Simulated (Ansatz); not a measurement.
For HfN (model structure, started from the NbAs type, I4₁md, No. 109, 4 atoms in the cell), LDA (plane waves, PAW; Ansatz, a quantum-chemistry and plane-wave program) gives:

```
Quantity                               Value
------------------------------  ------------
equilibrium lattice constant a       2.929 Å
lattice parameter c                 10.658 Å
bulk modulus                         271 GPa
cohesive energy                 8.36 eV/atom
```

Question: What does r²SCAN in Ansatz (PAW) give for the same quantities?

Answer: 
- lattice constant a: 2.974 Å (grows by 1.5 %)
- lattice parameter c: 10.791 Å (grows by 1.2 %)
- bulk modulus: 250 GPa (drops by 7.7 %)
- cohesive energy: 7.04 eV/atom (drops by 1.32 eV/atom)

Changes are worked out from the printed values.

Unless a cell is named, each level is at its own relaxed cell (LDA 11.43, r²SCAN 11.93 Å³/atom).

Levels without +SOC leave out spin–orbit coupling, which shifts energies and cells of such heavy elements.

Caveats: the bulk modulus is −V dP/dV from two relaxed cells at ±2 % in volume (LDA, r²SCAN). Ansatz's density-functional and Hartree–Fock values are scalar-relativistic unless marked +SOC, with PAW data made under PBE.

A model structure was made by putting elements into a prototype or built by hand; it is no filed structure, need not be a known phase, and can be a saddle point held by its symmetry.
